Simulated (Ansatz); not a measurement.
## K3As (P6₃/mmc, No. 194)

Calculation: PBEsol (plane waves, PAW; Ansatz, a quantum-chemistry and plane-wave program).

Settings: plane-wave cutoff 500 eV, 12×12×4 k mesh (along the axes of the cell as run), Fermi–Dirac smearing 0.05 eV, scalar-relativistic PAW data made under PBE.

Cell (relaxed at this level):

K3As is modelled in the hexagonal space group P6₃/mmc (No. 194), Pearson symbol hP8. Conventional cell: a = b = 5.7531 Å, c = 10.1842 Å, α = β = 90.00°, γ = 120.00°. As on 2c sees 5 K at 3.322–3.357 Å and 6 K at 3.747 Å. K1 on 2b has 3 As at 3.322 Å (trigonal planar). K2 on 4f has 1 As at 3.357 Å and 3 As at 3.747 Å (tetrahedral). (Neighbours: up to the widest gap in distance over summed covalent radii, below 1.35, at either atom; cation-cation and far metal-metal contacts left out.)

| Item | Result |
|---|---|
| band gap | zero (no gap) |

Spin–orbit coupling is not included.

Computed values are for the static lattice.

It cost roughly 4 core-minutes of CPU time.
